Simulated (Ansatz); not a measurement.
Start from SiC in the wurtzite structure (space group P6_3mc, No. 186; a = 3.075 Å, c = 5.048 Å). Axes: x lies along a and z along c of the hexagonal cell.

Structures relaxed with Ansatz (a first-principles code) r2SCAN, no SOC.

Base:

Simulated powder pattern, Cu Kα1, λ = 1.54056 Å (kinematic, ideal powder, no thermal factors, no anomalous dispersion; the 8 strongest lines at most, above 2 %, up to 2θ = 90°):

```
2θ (°)  I/Imax (%)    hkl
------  ----------  -----
33.62           74  (100)
35.54           51  (002)
38.17          100  (101)
49.73           27  (102)
60.13           46  (110)
65.57           47  (103)
71.83           35  (112)
73.49           16  (201)
```

One thing is altered: the symmetric strain tensor [0.0012 0.0019 -0.0010; 0.0019 0.0128 0.0060; -0.0010 0.0060 0.0024], atoms relaxed at fixed cell.

After the change:

Simulated powder pattern, Cu Kα1, λ = 1.54056 Å (kinematic, ideal powder, no thermal factors, no anomalous dispersion; the 8 strongest lines at most, above 2 %, up to 2θ = 90°):

```json
[
 {"2θ (°)": "33.19", "d (Å)": "2.697", "I/Imax (%)": "50", "hkl": "(010)"},
 {"2θ (°)": "33.43", "d (Å)": "2.678", "I/Imax (%)": "49", "hkl": "(100)"},
 {"2θ (°)": "33.54", "d (Å)": "2.670", "I/Imax (%)": "49", "hkl": "(1 -1 0)"},
 {"2θ (°)": "35.45", "d (Å)": "2.530", "I/Imax (%)": "100", "hkl": "(002)"},
 {"2θ (°)": "37.57", "d (Å)": "2.392", "I/Imax (%)": "34", "hkl": "(011)"},
 {"2θ (°)": "37.91", "d (Å)": "2.371", "I/Imax (%)": "33", "hkl": "(101)"},
 {"2θ (°)": "37.96", "d (Å)": "2.369", "I/Imax (%)": "66", "hkl": "(0 1 -1)"},
 {"2θ (°)": "38.05", "d (Å)": "2.363", "I/Imax (%)": "33", "hkl": "(1 0 -1)"}
]
```

The indices refer to the base's conventional cell; one index is shown for lines that coincide. The space group is now P1 (No. 1).

No phonon test of stability was made.
